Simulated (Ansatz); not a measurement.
Structures of equal composition on the (0001) surface of hcp Ru: a layer of Ta in place of the second plane; a layer of Ta in place of the third plane. The slabs share one bottom face, and each structure is named by its start. These are constructed structures in small cells; real faces may alloy, dewet or reconstruct in larger ones, and not all known structures of the face are among them. Slabs of about 11 Å, Fermi-Dirac smearing of 0.1 eV. Bottom of the slabs: a bare face, its two planes held. Relaxed from the named starts with such symmetry as they have, on meshes of like density; energies extrapolated to zero smearing; spin only where a row says so; no spin-orbit coupling, no U. Brackets mark spin-polarised runs, whose order is one that fits the cell.

Calculation: PBE (plane waves to 420 eV, PAW; Ansatz, an electronic-structure program).

### Question
Order them by energy per 1x1 cell (lowest first) at the level PBE.

### Answer
a layer of Ta in place of the second plane (0.000 eV), a layer of Ta in place of the third plane (0.144 eV)
